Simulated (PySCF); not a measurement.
PySCF 2.14.0, WB97X/def2-svp, df: Sb(F)5 ([F][Sb]([F])([F])([F])[F]), 6 atoms. The geometry is a generated start, not checked to be a minimum at this level.

| Quantity | Value |
|---|---|
| task | energy |
| method | wb97x |
| basis | def2-svp |
| two-electron scheme | density fitting |
| mol.max_memory | 3000 MB |
| mf.max_cycle | 100 |
| mf.init_guess | minao (default) |
| mf.DIIS | CDIIS (default) |
| mf.diis_space | 8 (default) |
| mf.conv_tol | 1e-09 (default) |
| mf.grids.level | 3 (default) |
| effective core potentials | those of the basis set, past Kr |
| basis functions | 96 |
| grid points | 93272 |

```xyz
6

Sb    -0.0006     0.0006     0.0026
F      1.2717    -0.7726     1.1694
F     -1.2782     0.7800    -1.1565
F      0.2571     1.6885     0.8471
F      1.0718    -0.4779    -1.4951
F     -1.3219    -1.2186     0.6326
```

One run each on 2 threads, 1 BLAS thread. Values of level_shift (Hartree) tried: 0 (default), 0.1, 0.3, 1.

**Question.** Which value of level_shift (Hartree) needs the fewest Fock builds, and what happens away from it?

**Answer.** Fewest Fock builds, within one of each other: 0 (default) with 12, 0.1 with 13. The count rises to 22 at 1. All converge to one solution.

```
level_shift (Hartree)  Fock builds            end
---------------------  -----------  -------------
0 (default)                     12  same solution
0.1                             13  same solution
0.3                             14  same solution
1                               22  same solution
```
